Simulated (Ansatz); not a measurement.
**What Mo → Cr does to Mo**

The parent structure is Mo in the bcc (W type) structure (space group Im-3m, No. 229; a = 3.130 Å).

Now apply this change: every Mo is replaced by Cr; the structure is relaxed again.

Level of theory: PBEsol (Ansatz, an electronic-structure program, PAW, no spin-orbit coupling), earlier PAW set. Settings: 23×23×23 k-points, 0.05 eV Fermi–Dirac smearing, for the changed cell.

```json
[
 {"quantity": "volume per atom", "base": "15.33 Å³", "changed": "11.15 Å³", "shift": "-4.18 Å³"},
 {"quantity": "density", "base": "10.39 g/cm³", "changed": "7.75 g/cm³", "shift": "-2.647 g/cm³"},
 {"quantity": "lattice parameter a", "base": "3.130 Å", "changed": "2.814 Å", "shift": "-0.3154 Å"},
 {"quantity": "space group", "base": "Im-3m (No. 229)", "changed": "Im-3m (No. 229)", "shift": "–"},
 {"quantity": "shortest interatomic distance", "base": "2.710 Å", "changed": "2.437 Å", "shift": "-0.273 Å"},
 {"quantity": "band gap", "base": "zero", "changed": "zero", "shift": "–"}
]
```

Final structure:

```yaml
crystal:
  lattice:
    - [-1.40716, 1.40716, 1.40716]
    - [1.40716, -1.40716, 1.40716]
    - [1.40716, 1.40716, -1.40716]
  atoms:
    - { symbol: Cr, position: [0.00000, 0.00000, 0.00000] }
```

No phonon test of stability was made. Starting moments died away, wholly or in part, for Mo → Cr; another magnetic solution may exist. All final runs are without spin polarisation. Real Cr is antiferromagnetic at low temperature and ambient pressure, an order that this cell doesn't hold.
